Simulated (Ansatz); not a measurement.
Start from KF in the rock salt structure (space group Fm-3m, No. 225; a = 5.421 Å).

Level of theory: PBE in Ansatz (plane waves to 420 eV, PAW, without spin-orbit coupling).

Strains are applied to the cell and any free atomic positions relax.

One change was made to it. Results:

The electron mass becomes 0.56 mₑ (at Γ) (base: 0.55 mₑ (at Γ)); the band gap shrinks by 0.29 eV (5.96 eV → 5.67 eV); the pressure goes from zero to -1.49 GPa.

**Question.** Name the change that was made.
A. isotropic strain −3.00 %
B. isotropic strain +0.50 %
C. isotropic strain +2.00 %
D. isotropic strain −0.50 %
E. isotropic strain −1.00 %

**Answer.** C, isotropic strain +2.00 %. For comparison, the band gap in the other runs: isotropic strain −3.00 % gives 6.44 eV; isotropic strain −0.50 % gives 6.04 eV; isotropic strain −1.00 % gives 6.11 eV; isotropic strain +0.50 % gives 5.89 eV.

Effective masses come from finite differences of ±0.01 Å⁻¹. Stability against distortions was not tested.

Ansatz is a quantum-chemistry and plane-wave program.
